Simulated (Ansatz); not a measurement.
**Element substitutions in Ti3Al**

Base system: Ti$_{3}$Al (space group P6_3/mmc, No. 194).

```yaml
crystal:
  lattice:
    - [5.68760, 0.00000, 0.00000]
    - [-2.84380, 4.92561, 0.00000]
    - [0.00000, 0.00000, 4.60837]
  atoms:
    - { symbol: Ti, position: [0.83032, 0.66064, 0.25000] }
    - { symbol: Ti, position: [0.16968, 0.83032, 0.75000] }
    - { symbol: Ti, position: [0.33936, 0.16968, 0.25000] }
    - { symbol: Ti, position: [0.16968, 0.33936, 0.75000] }
    - { symbol: Ti, position: [0.83032, 0.16968, 0.25000] }
    - { symbol: Ti, position: [0.66064, 0.83032, 0.75000] }
    - { symbol: Al, position: [0.33333, 0.66667, 0.25000] }
    - { symbol: Al, position: [0.66667, 0.33333, 0.75000] }
```

Each row replaces one element on all its sites; cell and atoms are relaxed.

Levels (all Ansatz, a program for electronic structure, PAW): PBEsol (420 eV, no spin-orbit coupling); r2SCAN (500 eV, scalar-relativistic without spin-orbit coupling).

Pressures by level, all at the geometries relaxed with PBEsol:

| case | PBEsol | r2SCAN |
|---|---|---|
| base | 0.0 GPa | 3.3 GPa |
| Al → Eu | 0.0 GPa | 4.2 GPa |
| Al → Co | 0.0 GPa | 3.8 GPa |

The magnetic state is the one reached from the starting moments; the real material's order can differ, and small cells can't hold many antiferromagnetic ones. The state of the 4f shell was not checked for lower solutions. Single points use the geometry relaxed with PBEsol. Their cutoffs differ, which shifts pressures a little. Stability against distortions was not tested. As relaxed here, EuTi3 and Ti3Co are hypothetical phases, not in the database extracts checked. Starting moments died away, wholly or in part, for Al → Co; another magnetic solution may exist. Spin-polarised in the final run: PBEsol EuTi3 and r2SCAN EuTi3; the other runs are not.
